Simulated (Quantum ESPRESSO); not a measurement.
A user runs Quantum ESPRESSO on Zr5AlSn3 (P6_3/mcm, 18 atoms in the cell) and asks whether the run is sound. The aim is a self-consistent single point with DFT, LDA (PZ), plane waves, GBRV 1.5 ultrasoft (LDA) pseudopotentials.

Cell that was meant: a = 8.7126 Å, b = 8.7126 Å, c = 5.8990 Å, α = 90.00°, β = 90.00°, γ = 120.00°.

Part of the input:

```fortran
   degauss = 0.0073499,
/
&electrons
   conv_thr = 1.0d-2,
   mixing_beta = 0.5,
/
ATOMIC_SPECIES
```

The program printed (abridged):

```
     Message from routine setup:
     using ibrav=0 with symmetry is DISCOURAGED, use correct ibrav instead
     G-vector sticks info
   [... lines left out ...]
        k(    4) = (   0.0000000   0.3849002   0.4923227), wk =   0.8888889
        k(    5) = (   0.3333333   0.5773503   0.0000000), wk =   0.1481481
        k(    6) = (   0.3333333   0.5773503   0.4923227), wk =   0.2962963

     Dense  grid:   252921 G-vectors     FFT dimensions: (  96,  96,  64)

     Smooth grid:    89457 G-vectors     FFT dimensions: (  72,  72,  48)

     Initial potential from superposition of free atoms

     starting charge     203.9775, renormalised to     210.0000

     negative rho (up, down):  6.256E-01 0.000E+00
     Self-consistent Calculation

     iteration #  1     ecut=    40.00 Ry     beta= 0.50

     negative rho (up, down):  6.117E-01 0.000E+00

     total energy              =   -1959.82420763 Ry
     estimated scf accuracy    <       2.70937046 Ry

     iteration #  2     ecut=    40.00 Ry     beta= 0.50

     negative rho (up, down):  6.118E-01 0.000E+00

     total energy              =   -1959.48520584 Ry
     estimated scf accuracy    <       4.33746326 Ry

     iteration #  3     ecut=    40.00 Ry     beta= 0.50

     negative rho (up, down):  6.121E-01 0.000E+00

   [... lines left out ...]

     negative rho (up, down):  6.130E-01 0.000E+00

     total energy              =   -1960.46557448 Ry
     estimated scf accuracy    <       0.03928558 Ry

     iteration #  5     ecut=    40.00 Ry     beta= 0.50
     c_bands:  2 eigenvalues not converged

     negative rho (up, down):  6.133E-01 0.000E+00

     total energy              =   -1960.47994904 Ry
     estimated scf accuracy    <       0.01548490 Ry

     iteration #  6     ecut=    40.00 Ry     beta= 0.50
     c_bands:  2 eigenvalues not converged

     negative rho (up, down):  6.127E-01 0.000E+00
     End of self-consistent calculation

     the Fermi energy is    13.3623 ev

!    total energy              =   -1960.48076765 Ry
     estimated scf accuracy    <       0.00180254 Ry
     smearing contrib. (-TS)   =      -0.00307570 Ry
     internal energy E=F+TS    =   -1960.47769195 Ry

     convergence has been achieved in   6 iterations

     negative rho (up, down):  6.127E-01 0.000E+00

     Forces acting on atoms (cartesian axes, Ry/au):

     atom    1 type  1   force =     0.00000000   -0.00000000    0.00000000
     atom    2 type  1   force =    -0.00000000    0.00000000    0.00000000
     atom    3 type  1   force =    -0.00000000   -0.00000000    0.00000000
     atom    4 type  1   force =    -0.00000000    0.00000000   -0.00000000
   [... lines left out ...]
     Total force =     0.059444     Total SCF correction =     0.150222
   [... lines left out ...]

     negative rho (up, down):  6.127E-01 0.000E+00
          total   stress  (Ry/bohr**3)                   (kbar)     P=      -57.10
  -0.00041376  -0.00000000   0.00000000          -60.87       -0.00        0.00
  -0.00000000  -0.00041376   0.00000000           -0.00      -60.87        0.00
   0.00000000   0.00000000  -0.00033696            0.00        0.00      -49.57

   JOB DONE.
```

### Question
Can these results be used? Check the input.

### Answer
The run is not sound. The fault is a convergence threshold that is too loose. A loop that stops early leaves an energy error of second order in the density error, but errors of first order in forces and stress. To fix it, tighten the threshold. The run converged in 6 iterations without an error; against the sound input the free energy goes up by 1.1 meV/atom, the pressure goes from -6.00 to -5.71 GPa and the largest force goes from 0.068 to 0.589 eV/Å. The full log also holds: “SCF correction compared to forces is large: reduce conv_thr to get better values”.

The sound input it was made from differs as follows (other fixes are possible):
```diff
-   conv_thr = 1.0d-2,
+   conv_thr = 1e-10,
```

With that input, the run converged in 14 iterations: free energy E − TS -26673.7191 eV; Fermi level (on the code's own zero) 13.36 eV; pressure -6.00 GPa; largest force (vector length) 0.068 eV/Å (DFT, LDA (PZ), plane waves, GBRV 1.5 ultrasoft (LDA) pseudopotentials).

On the sound input: the starting cell comes from a database of computed structures (which also holds hypothetical and non-ambient phases and stackings), without a prior relaxation at this level. With a pressure of about -6 GPa the cell is away from its equilibrium volume at this level. Without a gap this mesh is coarse (it stands for a supercell whose shortest vector is 18 Å).
